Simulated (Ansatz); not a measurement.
# W2C: W → Ta

Start from W₂C (space group P-31m, No. 162; a = 5.2006 Å, c = 4.7375 Å; a cell from a computed database, its experimental status unchecked).

Modification: Ta takes the place of W on all its sites; the structure is relaxed again.

Level of theory: Ansatz (an electronic-structure program) PBEsol, scalar-relativistic without spin-orbit coupling. Γ-centred 10×10×10 mesh, Fermi–Dirac width 0.05 eV.

The volume per atom increases by 1.26 Å³, from 12.33 Å³ to 13.59 Å³ and the density shrinks by 1.814 g/cm³ to 15.23 g/cm³. The lattice parameter a increases by 0.1718 Å, from 5.201 Å to 5.372 Å and the space group is still P-31m (No. 162). The shortest interatomic distance grows by 0.077 Å, from 2.088 Å to 2.165 Å and the band gap stays zero.

Final structure:

```
CELL_PARAMETERS angstrom
      5.37238     0.00000     0.00000
     -2.68619     4.65262     0.00000
      0.00000     0.00000     4.89233
ATOMIC_POSITIONS crystal
  Ta 0.66276 0.66276 0.24819
  Ta 0.33724 0.33724 0.75181
  Ta 0.33724 0.00000 0.24819
  Ta 0.66276 0.00000 0.75181
  Ta 0.00000 0.33724 0.24819
  Ta 0.00000 0.66276 0.75181
  C  0.00000 0.00000 0.00000
  C  0.66667 0.33333 0.50000
  C  0.33333 0.66667 0.50000
```

Cost of the whole job for the changed cell (relaxation, final SCF and bands): around 5 core-minutes (rough).

Stability against distortions was not tested. As relaxed here, Ta2C is a hypothetical phase, not in the database extracts checked. All final runs are without spin polarisation.
